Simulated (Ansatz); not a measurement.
**NaCl, pressure series**

Consider NaCl in the rock salt structure (space group Fm-3m, No. 225; a = 5.601 Å).

Cell and atoms are relaxed at each pressure.

Computed with DFT with PBEsol, PAW potentials and a 420 eV plane-wave cutoff in Ansatz (a first-principles code), no spin-orbit coupling.

Candidates:
(a) pressure 15 GPa
(b) pressure 100 GPa
(c) pressure 75 GPa
(d) pressure 7 GPa

Before the change:

- Band gap: 5.01 eV

Question: Order them by band gap, highest first.

Answer: (a) pressure 15 GPa (6.40 eV), (c) pressure 75 GPa (5.84 eV), (d) pressure 7 GPa (5.78 eV), (b) pressure 100 GPa (5.37 eV)

Load acts through the strain it causes; cell and atoms are relaxed under it. Stability against distortions was not tested. Competing high-pressure phases were not computed.
